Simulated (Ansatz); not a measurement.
The starting structures come from a database of crystals and need not be the phases stable at ambient conditions.

Data:

```
CELL_PARAMETERS angstrom
      7.76855     0.00000     0.00000
      2.34389     7.40651     0.00000
      2.34389     1.71671     3.12534
ATOMIC_POSITIONS crystal
  Nb 0.50000 0.00000 0.72248
  Nb 0.00000 0.50000 0.27752
  P  0.50000 0.50000 0.50000
  P  0.00000 0.00000 0.50000
  O  0.50000 0.00000 0.30583
  O  0.00000 0.50000 0.69417
  O  0.97922 0.19371 0.53324
  O  0.30629 0.47922 0.92066
  O  0.02078 0.80629 0.87910
  O  0.69371 0.52078 0.49168
  O  0.52078 0.30629 0.46676
  O  0.19371 0.02078 0.07934
  O  0.47922 0.69371 0.12090
  O  0.80629 0.97922 0.50832
```

The cell is taken as given; by PBEsol it stands under a pressure of -6.8 GPa.

Transport runs along the normal of the first two printed cell vectors, the (111) plane of the conventional cell.

The gap is the functional's own. No spin-orbit coupling. Mid-gap values are those at the computed energy nearest the middle.

Question: Estimate the band gap and the smallest decay constant κ at mid-gap that PBEsol (Ansatz, a first-principles code) returns for this system.

Answer: Gap 3.22 eV on a 10×10×10 mesh; κ = 0.410 1/Å, at the zone centre.
